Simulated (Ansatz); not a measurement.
# Ge (Fd-3m): band-edge transport data

Given:

```yaml
crystal:
  lattice:
    - [0.00000, 2.77750, 2.77750]
    - [2.77750, 0.00000, 2.77750]
    - [2.77750, 2.77750, 0.00000]
  atoms:
    - { symbol: Ge, position: [0.50000, 0.50000, 0.50000] }
    - { symbol: Ge, position: [0.75000, 0.75000, 0.75000] }
```

Calculation: PBEsol, rigid bands (plane waves, PAW, scalar-relativistic; Ansatz, a first-principles code). Condition of this run: hydrostatic pressure 5 GPa (the target of the relaxation). Cell: cell and atoms relaxed with PBEsol, then loaded as said.

| Property | Value |
|---|---|
| band gap | 0.29 eV |
| electron conductivity mass (300 K, dilute) | 0.122 mₑ |
| effective density of states N_c (300 K) | 1.1e19 cm⁻³ |
| density-of-states mass, electrons | 0.58 mₑ |
| Seebeck coefficient, n-type 1e19 cm⁻³, 300 K | -237 μV/K |
| best n-type power factor at 300 K for τ = 10 fs (best axis; densities from 1e16 to 1e21 cm⁻³ tried, whether or not they can be reached) | 24 μW/(cm·K²) at 3e20 cm⁻³ |

Rigid bands; masses and Seebeck coefficients take one relaxation time τ for all states and one kind of carrier; polarons and phonon drag are left out. Spin-orbit coupling is left out.
